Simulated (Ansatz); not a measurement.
**A computed series for CuAu3: response to strain**

Start from CuAu3 in the Cu3Au type structure (space group Pm-3m, No. 221; a = 3.974 Å; relaxed with 0.1 eV smearing). Axes: x, y, z lie along the cube axes.

Strains are applied to the cell and any free atomic positions relax; under biaxial strain the out-of-plane vector relaxes too; under stress the whole cell relaxes.

Level of theory: PBEsol, PAW, 420 eV (Ansatz, a program for electronic structure; no spin-orbit coupling).

Notes on the quantities. energy relative to the base: free energy F; pressure: mean of the normal stresses, compression positive.

```tsv
change	space group	energy relative to the base	shortest interatomic distance	pressure
base	Pm-3m (No. 221)	0 meV/atom	281.0 pm	0.0 GPa
biaxial strain −4.20 %, plane normal [111], relaxed out of plane	R-3m (No. 166)	(withheld)	(withheld)	(withheld)
uniaxial strain ε_yy = +2.34 %	P4/mmm (No. 123)	+5.2 meV/atom	281.0 pm	-3.7 GPa
uniaxial strain ε_yy = +2.87 %	P4/mmm (No. 123)	+7.7 meV/atom	281.0 pm	-4.5 GPa
uniaxial stress, 0.5 GPa tension along z	P4/mmm (No. 123)	+0.2 meV/atom	280.1 pm	–
```

Complete the table.


- biaxial strain −4.20 %, plane normal [111], relaxed out of plane, energy relative to the base: +49 meV/atom
- biaxial strain −4.20 %, plane normal [111], relaxed out of plane, shortest interatomic distance: 269.2 pm
- biaxial strain −4.20 %, plane normal [111], relaxed out of plane, pressure: 9.1 GPa

Beyond what the load breaks, stability against distortions was not tested. The final runs are not spin-polarised.
